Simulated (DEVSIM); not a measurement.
Device: abrupt Si n-p junction, at 300 K.

```tsv
layer (left to right)	material	thickness (μm)	Nd (cm⁻³)	Na (cm⁻³)	τn (s)	τp (s)
1	Si	0.780	4.6e17	-	1.6e-6	1.6e-6
2	Si	19.0	-	1.9e15	1.6e-6	1.6e-6
```

Left contact: ohmic. Right contact: ohmic. Voltage is applied to the left contact. Recombination: SRH at mid-gap. Mobility is constant in doping.

This is a model device: material constants are rounded textbook-type values typed into the input, and sizes, dopings and lifetimes were drawn at random. Values at 300 K.

| parameter | Si |
|---|---|
| gap (eV) | 1.124 |
| affinity (eV) | 4.05 |
| permittivity | 11.7 |
| Nc (cm⁻³) | 2.86e19 |
| Nv (cm⁻³) | 3.1e19 |
| μn (cm²/Vs) | 1417 |
| μp (cm²/Vs) | 470 |

Simulated with DEVSIM: 1D drift-diffusion, Boltzmann statistics, complete ionisation; no tunnelling, impact ionisation, image-force lowering or self-heating.

Q: Tabulate band edges, carrier densities and field at -0.9 V on the left contact.

A: Energies count from the Fermi level of the right contact; mesh points crowd at the junctions.

| x (μm) | Ec (eV) | Ev (eV) | n (cm⁻³) | p (cm⁻³) | field (V/cm) |
|---|---|---|---|---|---|
| 0.000 | 1.007 | -0.117 | 4.6e17 | 250 | ≈ 0 |
| 0.02740 | 1.007 | -0.117 | 4.6e17 | 9.5e13 | ≈ 0 |
| 0.08408 | 1.007 | -0.117 | 4.6e17 | 2.9e14 | ≈ 0 |
| 0.2013 | 1.007 | -0.117 | 4.6e17 | 7.0e14 | ≈ 0 |
| 0.5221 | 1.006 | -0.118 | 4.6e17 | 1.8e15 | ≈ 0 |
| 0.6686 | 1.006 | -0.118 | 4.6e17 | 2.3e15 | ≈ 0 |
| 0.7394 | 1.006 | -0.118 | 4.6e17 | 2.6e15 | 49 |
| 0.7810 | 1.033 | -0.091 | 1.6e17 | 7.5e15 | 29000 |
| 0.8103 | 1.068 | -0.056 | 4.3e16 | 2.9e16 | 3800 |
| 0.8737 | 1.073 | -0.051 | 3.4e16 | 3.6e16 | 26 |
| 1.011 | 1.073 | -0.051 | 3.4e16 | 3.6e16 | -37 |
| 1.492 | 1.071 | -0.053 | 3.3e16 | 3.5e16 | -37 |
| 2.351 | 1.068 | -0.056 | 3.2e16 | 3.4e16 | -39 |
| 4.213 | 1.060 | -0.064 | 2.9e16 | 3.1e16 | -43 |
| 10.28 | 1.028 | -0.095 | 1.9e16 | 2.1e16 | -64 |
| 15.41 | 0.985 | -0.139 | 1.0e16 | 1.2e16 | -120 |
| 17.86 | 0.949 | -0.175 | 5.4e15 | 7.3e15 | -200 |
| 18.91 | 0.922 | -0.202 | 3.0e15 | 4.9e15 | -330 |
| 19.48 | 0.897 | -0.227 | 1.3e15 | 3.1e15 | -590 |
| 19.65 | 0.885 | -0.239 | 6.5e14 | 2.4e15 | -840 |
| 19.73 | 0.878 | -0.246 | 2.6e14 | 2.1e15 | -970 |
| 19.78 | 0.873 | -0.251 | 61000 | 1.9e15 | -1000 |
